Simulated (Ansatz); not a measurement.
What Na → Al does to Na

Take Na in the bcc (W type) structure (space group Im-3m, No. 229; a = 4.171 Å) as the base.

Perturbation: full substitution Na → Al; the structure is relaxed again.

All numbers come from Ansatz (a first-principles code), PBEsol, PAW, cutoff 420 eV, spin-orbit coupling left out. k-mesh 20×20×20 (Γ-centred); smearing 0.05 eV (Fermi–Dirac), for the changed cell.

| quantity | base | changed | shift |
|---|---|---|---|
| density | 1.05 g/cm³ | 2.70 g/cm³ | +1.65 g/cm³ |
| space group | Im-3m (No. 229) | Im-3m (No. 229) | – |
| shortest interatomic distance | 361.2 pm | 278.3 pm | -82.9 pm |
| band gap | zero | zero | – |

Whether these cells are dynamically stable was not tested. For Al in this form, whether it has been made was not checked. This is not the structure that Al has at room temperature and ambient pressure.
